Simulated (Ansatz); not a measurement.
In a free zigzag chain of Ag atoms, spin-degenerate bands cross the Fermi level 2 times between Γ and the zone edge.

Computed with PBE (plane waves to 420 eV, PAW; Ansatz, a program for electronic structure). Mesh 1×1×68. No spin polarisation, so a magnetic state wasn't tested. It repeats along c; a and b span vacuum. A hypothetical model. It keeps the symmetry and period of its start, so it need not be a minimum against all distortions. Pairing along the axis, which can open a gap, is among the distortions not tried. Values not marked SOC lack spin–orbit coupling.

**Question.** What are the conductance and the two-terminal resistance of a perfect, endless piece?

**Answer.** Each crossing on the half of the zone with k > 0 has a partner at −k, so it gives one mode in each direction. Counting spin there are 4 modes, each carrying e²/h = 38.74 μS. G = 4 × 38.74 = 155.0 μS and R = 1/G = 6.45 kΩ, whatever the length. Scattering by phonons, roughness and contacts can only raise R.
